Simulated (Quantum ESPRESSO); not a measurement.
Equation of state of antifluorite Mg2Ge (space group 225): energy against volume (Quantum ESPRESSO, PBE)

```yaml
crystal:
  lattice:
    - [0.00000, 3.13819, 3.13819]
    - [3.13819, 0.00000, 3.13819]
    - [3.13819, 3.13819, 0.00000]
  atoms:
    - { symbol: Mg, position: [0.25000, 0.25000, 0.25000] }
    - { symbol: Mg, position: [0.75000, 0.75000, 0.75000] }
    - { symbol: Ge, position: [0.00000, 0.00000, 0.00000] }
```

Method: PBE, GBRV 1.5 ultrasoft (PBE) pseudopotentials (plane waves; Quantum ESPRESSO). Settings: ecutwfc = 65 Ry; ecutrho = 325 Ry; occupations = smearing; smearing = fd; degauss = 0.000734986 Ry; potentials = {Mg: mg_pbe_v1.4.uspp.F.UPF, Ge: ge_pbe_v1.4.uspp.F.UPF}; K_POINTS = automatic 9 9 9 0 0 0; conv_thr = 1e-10 Ry; mixing_beta = 0.7. The cell above is the first row's. The rows scale it uniformly. In all rows fractional positions and the k mesh are held. E is the free energy at the stated smearing, counted from the lowest row.

| V (Å^3/atom) | E (meV/atom) |
|---|---|
| 20.604 | ? |
| 21.052 | 7.52 |
| 21.500 | 2.15 |
| 21.947 | 0.00 |
| 22.395 | 0.74 |
| 22.843 | 4.10 |
| 23.291 | 9.79 |
| 23.739 | 17.59 |
| 24.187 | 27.29 |

Taking the third-order Birch-Murnaghan form, a cubic in V^(-2/3) for E over the 8 complete rows: With u = V^(-2/3) - 0.125, the rows have u = 0.006161, 0.004333, 0.002570, 0.000863, -0.000788, -0.002386, -0.003933, -0.005433. Least squares gives E = 2.175 - 2065.5·u + 473227·u² + 467113·u³. Residuals (row less fit): -0.001, 0.002, 0.000, -0.005, 0.004, -0.001, 0.000, 0.000; standard error 0.003 (degrees of freedom: 4). Its minimum lies at u = 0.002175, so V0 = (0.127175)^(-3/2) = 22.05. There d²E/du² = 952600 and d³E/du³ = 2803000, so B0 = (4/9) × 22.05^(-7/3) × 952600 × 0.160218 = 49.8 GPa (the last factor turns the table's units into GPa), and B0' = 4 + (2/3) × 0.127175 × (2803000)/952600 = 4.2. The program's pressures in the fitted runs (not shown) pass through zero at V = 22.03, 0.08 % from this V0.

Q: Estimate the missing E (V = 20.604); what did the run itself give?

A: u = 0.008055, so E = 2.175 - 2065.5 × 0.008055 + 473227 × 0.008055² + 467113 × 0.008055³ = 16.486 meV/atom. The calculation gives 16.46 meV/atom, 0.026 meV/atom below the prediction (0.1 % of the range of E in the table). The row lies outside the fitted rows, so this is an extrapolation. From the scatter of the fitted rows alone, a prediction at this place has a standard error of 0.010 meV/atom, so the miss is 2.5 times that.

Carrying the step between the two nearest rows on in a straight line would have given 12.89, off by 3.57; series whose last step already gives the withheld value aren't shown. The scan was laid around a cell of about the measured size, scaled by a guess for this functional. The runs keep the symmetry of the cell, so they don't test it for distortions. Cutoffs and mesh are single choices, not tested for convergence of this quantity. Series with a scatter that would blur these digits, or in which a gap closes, are not shown. Nor are scans whose minimum lies at an end fitted in this form.
